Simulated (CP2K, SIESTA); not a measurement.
A SIESTA input for a self-consistent single point of N2 (P4_2/mnm, 4 atoms in the cell) (DFT, GGA PBEsol, numerical atomic orbitals DZP, PseudoDojo PBEsol standard norm-conserving potentials (rewritten from UPF to PSML)):

```
# files in the folder: N.psml (PseudoDojo PBEsol standard)
SystemName  N2
SystemLabel N2

NumberOfAtoms                4
NumberOfSpecies              1
%block ChemicalSpeciesLabel
  1 7 N
%endblock ChemicalSpeciesLabel
LatticeConstant              4.064416 Ang
%block LatticeVectors
     1.000000000    0.000000000    0.000000000
     0.000000000    1.000000000    0.000000000
     0.000000000    0.000000000    1.308969604
%endblock LatticeVectors
AtomicCoordinatesFormat      ScaledCartesian
%block AtomicCoordinatesAndAtomicSpecies
     0.904280000    0.904280000    0.000000000  1
     0.095720000    0.095720000    0.000000000  1
     0.595720000    0.404280000    0.654484802  1
     0.404280000    0.595720000    0.654484802  1
%endblock AtomicCoordinatesAndAtomicSpecies

XC.functional                GGA
XC.authors                   PBEsol
PAO.BasisSize                DZP
PAO.EnergyShift              0.01 Ry
MeshCutoff                   400 Ry
%block kgrid.MonkhorstPack
    6   0   0  0.0
    0   6   0  0.0
    0   0   4  0.0
%endblock kgrid.MonkhorstPack
OccupationFunction           FD
ElectronicTemperature        10 K

MaxSCFIterations             150
SCF.Mixer.Method             Pulay
SCF.Mixer.Weight             0.2
SCF.Mixer.History            6
SCF.DM.Tolerance             1.0E-04
Diag.ParallelOverK           true
WriteForces                  true
```

### Question
Translate this input to CP2K.

### Answer
This is the input that was run; spellings and numerical settings could be chosen otherwise.

```
&GLOBAL
  PROJECT scf
  RUN_TYPE ENERGY_FORCE
  PRINT_LEVEL MEDIUM
&END GLOBAL
&FORCE_EVAL
  METHOD Quickstep
  STRESS_TENSOR ANALYTICAL
  &DFT
    BASIS_SET_FILE_NAME BASIS_MOLOPT
    POTENTIAL_FILE_NAME GTH_POTENTIALS
    &QS
      METHOD GPW
      EPS_DEFAULT 1E-10
    &END QS
    &MGRID
      CUTOFF 400
      REL_CUTOFF 50
      NGRIDS 5
    &END MGRID
    &SCF
      SCF_GUESS ATOMIC
      EPS_SCF 1E-7
      MAX_SCF 100
      ADDED_MOS 5
      &DIAGONALIZATION
        ALGORITHM STANDARD
      &END DIAGONALIZATION
      &MIXING
        METHOD BROYDEN_MIXING
        ALPHA 0.2
        NBUFFER 12
      &END MIXING
    &END SCF
    &KPOINTS
      SCHEME MONKHORST-PACK 6 6 4
      GAMMA_CENTERED T
    &END KPOINTS
    &XC
      &XC_FUNCTIONAL
        &PBE
          PARAMETRIZATION PBESOL
        &END PBE
      &END XC_FUNCTIONAL
    &END XC
    &PRINT
      &MO
        EIGENVALUES T
        OCCUPATION_NUMBERS T
        NDIGITS 8
        FILENAME mo
        &EACH
          QS_SCF 0
        &END EACH
        ADD_LAST NUMERIC
      &END MO
      &MULLIKEN ON
      &END MULLIKEN
    &END PRINT
  &END DFT
  &SUBSYS
    &CELL
      ABC 4.06441600 4.06441600 5.32019700
      ALPHA_BETA_GAMMA 90.00000000 90.00000000 90.00000000
      PERIODIC XYZ
    &END CELL
    &COORD
      SCALED
      N        0.90428000     0.90428000     0.00000000
      N        0.09572000     0.09572000     0.00000000
      N        0.59572000     0.40428000     0.50000000
      N        0.40428000     0.59572000     0.50000000
    &END COORD
    &KIND N
      BASIS_SET DZVP-MOLOPT-SR-GTH-q5
      POTENTIAL GTH-PBE-q5
    &END KIND
  &END SUBSYS
  &PRINT
    &FORCES ON
    &END FORCES
    &STRESS_TENSOR ON
    &END STRESS_TENSOR
  &END PRINT
&END FORCE_EVAL
```

Basis settings and potentials, where a program has them, do not carry over. This input uses DFT PBEsol, GPW, DZVP-MOLOPT-SR-GTH basis, GTH-PBE potentials (GTH_POTENTIALS).

The starting cell comes from a database of computed structures (which also holds hypothetical and non-ambient phases and stackings), without a prior relaxation at this level. Its lattice was rescaled by a random factor within 2.5 % of one. For this run, on top of that: lattice scaled by 0.98.
